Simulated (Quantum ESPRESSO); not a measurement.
Variants of one calculation on NdCuO2 (R-3m, 4 atoms in the cell)

```
NdCuO2
1.0
    1.81549    -1.04817     5.57859
    0.00000     2.09634     5.57859
   -1.81549    -1.04817     5.57859
Cu Nd O
1 1 2
Cartesian
  0.00000   0.00000   0.00000
  0.00000   0.00000   8.36789
  0.00000   0.00000   1.80746
  0.00000   0.00000  14.92831
```
Moments meant for the start (each program seeds them in its own way; μB, in the order of the atoms Cu Nd O O): 0.0 3.0 0.0 0.0.

Base run A: PBEsol, SSSP 1.1.2 efficiency (PBE) pseudopotentials (Quantum ESPRESSO), self-consistent single point.

Its settings: ecutwfc = 55 Ry; ecutrho = 440 Ry; occupations = smearing; smearing = fermi-dirac; degauss = 0.0099958 Ry; nspin = 2; input_dft = pbesol; potentials = {Cu: Cu_pbe_v1.2.uspp.F.UPF, Nd: Nd.GGA-PBE-paw-v1.0.UPF, O: O.pbe-n-kjpaw_psl.0.1.UPF}; K_POINTS = automatic 5 5 5 0 0 0; conv_thr = 1e-10 Ry; mixing_beta = 0.4.

The starting cell comes from a database of published, mostly measured structures (it also holds non-ambient and calculated ones), without a prior relaxation at this level. Its lattice was rescaled by a random factor within 2.5 % of one. With one magnetic atom in the cell only a parallel order is possible. With U or open f shells several self-consistent states can exist. The f electrons are in the valence without U or exact exchange, which can misplace them near the Fermi level. Spin-orbit terms, which matter for f shells, are left out. In the base run, with a pressure of about 3 GPa the cell is away from its equilibrium volume at this level. Without a gap this mesh is coarse (it stands for a supercell whose shortest vector is 18 Å).

ΔF is the free energy per atom less that of run A. 

Run A gave: pressure (GPa) 3.35; largest force (eV/Å) 0.705; size of the net moment (μB/atom) 0.75.

Runs:
- B: ecutwfc: 55 Ry → 63 Ry; ecutrho: 440 Ry → 504 Ry
- C: degauss: 0.0099958 Ry → 0.0073499 Ry

### Question
What does run C change against A?

### Answer
The free energy goes up by 26.2 meV/atom, the pressure goes from 3.35 to 3.45 GPa, the largest force goes from 0.705 to 0.727 eV/Å and the size of the net moment stays at 0.75 μB/atom.

### Question
What does run B change against A?

### Answer
The free energy goes down by 4.3 meV/atom, the pressure moves little (3.35 to 3.37 GPa), the largest force hardly changes (0.705 to 0.706 eV/Å) and the size of the net moment stays at 0.75 μB/atom.

```json
[
 {"run": "A", "ΔF (meV/atom)": "0.00", "pressure (GPa)": "3.35", "largest force (eV/Å)": "0.705", "size of the net moment (μB/atom)": "0.75"},
 {"run": "B", "ΔF (meV/atom)": "-4.3", "pressure (GPa)": "3.37", "largest force (eV/Å)": "0.706", "size of the net moment (μB/atom)": "0.75"},
 {"run": "C", "ΔF (meV/atom)": "26.2", "pressure (GPa)": "3.45", "largest force (eV/Å)": "0.727", "size of the net moment (μB/atom)": "0.75"}
]
```
